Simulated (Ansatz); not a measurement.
System: Pd₃GaN (model structure, started from the Ni3MgC type, Pm-3m, No. 221, 5 atoms in the cell). Method: PBEsol in Ansatz (PAW).

Numerical settings: plane-wave cutoff 520 eV, 14×14×14 k mesh, Fermi–Dirac smearing 0.05 eV, scalar-relativistic PAW data made under PBE.

Cell (relaxed at this level):

```xyz
5
Lattice="4.0847 0.0000 0.0000 0.0000 4.0847 0.0000 0.0000 0.0000 4.0847" Properties=species:S:1:pos:R:3 pbc="T T T"
Ga     0.0000     0.0000     0.0000
Pd     0.0000     2.0424     2.0424
Pd     2.0424     0.0000     2.0424
Pd     2.0424     2.0424     0.0000
N      2.0424     2.0424     2.0424
```

Task: Give the computed bulk modulus B0.

Result: 
- bulk modulus B0 = 186 GPa

The run finds no gap.

Note: the bulk modulus is −V dP/dV from two relaxed cells at ±2 % in volume; the relaxation could raise the start's symmetry but not lower it, so the cell can be a saddle point.

The computed numbers hold no vibrational or temperature effects.

A model structure was made by putting elements into a prototype or built by hand; it is no filed structure, need not be a known phase, and can be a saddle point held by its symmetry.

Ansatz is a first-principles code.
